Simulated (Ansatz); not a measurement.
**A constructed model of the (0001) surface of 4H silicon carbide, Si-terminated, (√3x√3)R30° In adatom at H3 (bottom of the slab: 3 H on 3 bottom sites)**

All values below come from PBE (plane waves to 420 eV, PAW; Ansatz, an electronic-structure program).

Set-up: 28 atoms, 11.3 Å thick at the start with caps and adatoms (thin: gaps and levels are the slab's own); mesh 6x6x1; 0.025 eV smearing; dipole correction on; 6 atoms held, the rest relaxed; held to the start's symmetry, so lower structures may exist; no spin, no spin-orbit, no U. In PBE it lies 0.11 eV a 1x1 cell over the lowest computed structure of the same composition ((√3x√3)R30° In adatom at T4).

```json
{
  "gap_of_the_slab_on_its_k_mesh": "0.78 eV",
  "highest_filled_level_below_the_top_vacuum_level": "3.88 eV",
  "energy_released_by_relaxation": "0.10 eV",
  "cost": "roughly 60 core-seconds"
}
```
